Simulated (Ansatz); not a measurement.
The starting structures come from a database of crystals and need not be the phases stable at ambient conditions.

The decay constant κ of evanescent states in the gap governs leakage through a thin film.

```
CELL_PARAMETERS angstrom
      6.81857     0.00000     0.00000
      0.00000     8.83494     0.00000
      0.00000     2.84066     4.20747
ATOMIC_POSITIONS crystal
  Ge 0.00000 0.00000 0.00000
  Ge 0.50000 0.50000 0.00000
  Se 0.82572 0.79905 0.68543
  Se 0.17428 0.20095 0.31457
  Se 0.32572 0.70095 0.31457
  Se 0.67428 0.29905 0.68543
  O  0.83821 0.98580 0.71256
  O  0.16179 0.01420 0.28744
  O  0.33821 0.51420 0.28744
  O  0.66179 0.48580 0.71256
  O  0.58519 0.74356 0.80403
  O  0.41481 0.25644 0.19597
  O  0.08519 0.75644 0.19597
  O  0.91481 0.24356 0.80403
  O  0.78334 0.91656 0.28432
  O  0.21666 0.08344 0.71568
  O  0.28334 0.58344 0.71568
  O  0.71666 0.41656 0.28432
```

Space group of this cell: P2_1/c. The cell is taken as given; by r2SCAN its mean pressure is -0.7 GPa.

Transport runs along the normal of the first two printed cell vectors.

The gap is the functional's own, uncorrected, and κ follows it; spin-orbit coupling is left out. Mid-gap values are interpolated between the computed energies.

Problem. Compute, with r2SCAN run with Ansatz (an electronic-structure program), the band gap and the smallest decay constant κ at mid-gap.

Solution. Gap 4.72 eV on a 6×4×8 mesh; κ = 0.509 1/Å, at the zone centre.
